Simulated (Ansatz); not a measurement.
# Convergence test for GaP (F-43m, 2 atoms in the cell)

```xyz
2
Lattice="0.0000 2.7258 2.7258 2.7258 0.0000 2.7258 2.7258 2.7258 0.0000" Properties=species:S:1:pos:R:3 pbc="T T T"
Ga     0.0000     0.0000     0.0000
P      1.3629     1.3629     1.3629
```

Method of the run: PBE0, default PAW files made with PBE (plane waves; Ansatz, an electronic-structure program).

The starting cell comes from a database of computed structures (which also holds hypothetical and non-ambient phases and stackings), without a prior relaxation at this level. Ansatz's pressure includes its estimate of the finite-basis (Pulay) stress.

Held fixed: basis.ecutwfc = 30.9 Ry; hamiltonian.xc = pbe0; hamiltonian.pseudopotentials = {kind: paw} (the program's default PAW files); scf.occupations.method = gaussian; scf.occupations.width = 0.0007 Ry.

ΔF is the free energy per atom less that of the last row (8 8 8).

The series runs over kpoints.mp_grid.grid = 5 5 5; 6 6 6; 7 7 7; 8 8 8.

Task: From which setting on does the pressure stay within 0.05 GPa of the last one?

Result: From kpoints.mp_grid.grid = 6 6 6 on; the one before it is off by 0.12 GPa. The value it settles on is 0.41 GPa at this level of theory and with the other settings as held.

Task: From which setting on does the energy stay within 10 meV/atom of the last one?

Result: From kpoints.mp_grid.grid = 6 6 6 on; the one before it is off by 17 meV/atom.

```csv
kpoints.mp_grid.grid,ΔF (meV/atom),pressure (GPa),gap on the mesh (eV),k-points
5 5 5,17.1,0.53,2.960,10
6 6 6,5.0,0.44,2.957,16
7 7 7,1.26,0.41,2.917,20
8 8 8,0.00,0.41,2.947,29
```

The gap is read on the k-point mesh of the run and can differ from the gap over the whole zone at this level.

Left out of this page: 1 run of the series stopped by limits of time or memory.

Keys are those of Ansatz 0.2.
